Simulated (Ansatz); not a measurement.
# A computed series for TaN: response to strain

Start from TaN in the rock salt structure (space group Fm-3m, No. 225; a = 4.3749 Å; relaxed with 0.1 eV smearing). Axes: x, y, z lie along the cube axes.

Strains are applied to the cell and any free atomic positions relax; under biaxial strain the out-of-plane vector relaxes too; under stress the whole cell relaxes.

The values are results of DFT with PBEsol, PAW potentials and a 420 eV plane-wave cutoff in Ansatz (a quantum-chemistry and plane-wave program), scalar-relativistic without spin-orbit coupling, earlier PAW set, not measurements.

Notes on the quantities. pressure: mean of the normal stresses, compression positive; energy relative to the base: free energy F.

```json
[
 {"variant": "base", "pressure": "0.0 GPa", "energy relative to the base": "0 meV/atom", "volume per atom": "10.47 Å³", "space group": "Fm-3m (No. 225)"},
 {"variant": "biaxial strain +1.61 %, plane normal [110], relaxed out of plane", "pressure": "-5.5 GPa", "energy relative to the base": "+8.9 meV/atom", "volume per atom": "10.64 Å³", "space group": "Immm (No. 71)"},
 {"variant": "isotropic strain −5.01 %", "pressure": "77.2 GPa", "energy relative to the base": "+0.314 eV/atom", "volume per atom": "8.97 Å³", "space group": "Fm-3m (No. 225)"},
 {"variant": "isotropic strain −2.47 %", "pressure": "31.6 GPa", "energy relative to the base": "+70 meV/atom", "volume per atom": "9.71 Å³", "space group": "Fm-3m (No. 225)"},
 {"variant": "isotropic strain −0.71 %", "pressure": "8.0 GPa", "energy relative to the base": "+5.4 meV/atom", "volume per atom": "10.25 Å³", "space group": "Fm-3m (No. 225)"},
 {"variant": "uniaxial strain ε_zz = −2.58 %", "pressure": "10.5 GPa", "energy relative to the base": "+19 meV/atom", "volume per atom": "10.20 Å³", "space group": "I4/mmm (No. 139)"},
 {"variant": "uniaxial strain ε_zz = +1.92 %", "pressure": "-6.2 GPa", "energy relative to the base": "+8.8 meV/atom", "volume per atom": "10.67 Å³", "space group": "I4/mmm (No. 139)"},
 {"variant": "tensor shear ε_xz = +2.32 %", "pressure": "0.3 GPa", "energy relative to the base": "+5.0 meV/atom", "volume per atom": "10.46 Å³", "space group": "Immm (No. 71)"},
 {"variant": "tensor shear ε_xz = −3.86 %", "pressure": "0.8 GPa", "energy relative to the base": "+13 meV/atom", "volume per atom": "10.45 Å³", "space group": "Immm (No. 71)"},
 {"variant": "uniaxial stress, 5 GPa tension along z", "pressure": "–", "energy relative to the base": "+1.1 meV/atom", "volume per atom": "10.52 Å³", "space group": "I4/mmm (No. 139)"}
]
```

A biaxial case was relaxed in a doubled cell and then solved in the primitive one. Stability under load was not tested beyond the relaxation. All final runs are without spin polarisation. This is not the structure that TaN has at room temperature and ambient pressure.
